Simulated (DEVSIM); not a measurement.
System: abrupt GaAs p-n junction, at 250 K.

Layer 1 from the left is GaAs, thickness (μm) 2.50, Na (cm⁻³) 4.4e17, τn (s) 1e-9, τp (s) 1e-9. Layer 2 from the left is GaAs, thickness (μm) 130, Nd (cm⁻³) 8.3e16, τn (s) 1e-9, τp (s) 1e-9.

Left contact: ohmic. Right contact: ohmic. Voltage is applied to the left contact. Recombination: SRH at mid-gap. Mobility is μmin + (μ − μmin)/(1 + (N/Nref)^α).

This is a model device: material constants are rounded textbook-type values typed into the input, and sizes, dopings and lifetimes were drawn at random. Values at 300 K; Nc and Nv go as T^1.5, mobilities as T to minus their exponent, the gap by Varshni's rule with the affinity fixed.

GaAs: gap (eV) 1.424, affinity (eV) 4.07, permittivity 12.9, Nc (cm⁻³) 4.7e17, Nv (cm⁻³) 9e18, μn (cm²/Vs) 8500, μp (cm²/Vs) 400, μn,min 500, μp,min 20, Nref,n 6e16, Nref,p 1.5e17, αn 0.39, αp 0.38, T exponent of μn 2.1, T exponent of μp 2.2, Varshni α (eV/K) 0.000541, Varshni β (K) 204.

Problem. Estimate by hand the built-in potential, the peak field at zero bias, the capacitance at -2 V, and compare with a numerical solution.

Solution. 
- Built-in potential: ni = √(Nc Nv) exp(−Eg/2kT) = 4150 cm⁻³ with Eg = 1.446 eV; Vbi = kT/q ln(Na Nd/ni²) = 1.356 V; numerical 1.356 V.
- Peak field at zero bias: depletion approximation: W = √(2εVbi/(qN)) = 0.166 μm with N = 6.98e16 cm⁻³; field = 2Vbi/W = 163000 V/cm; numerical 160000 V/cm (estimate above by 1.6 %).
- Capacitance at -2 V: C = √(qεN / 2(Vbi + |V|)) = 43.6 nF/cm²; numerical 43.9 nF/cm² (estimate below by 0.64 %).

Model (solved in DEVSIM): 1D drift-diffusion, Boltzmann statistics, complete ionisation; no tunnelling, impact ionisation, image-force lowering or self-heating.
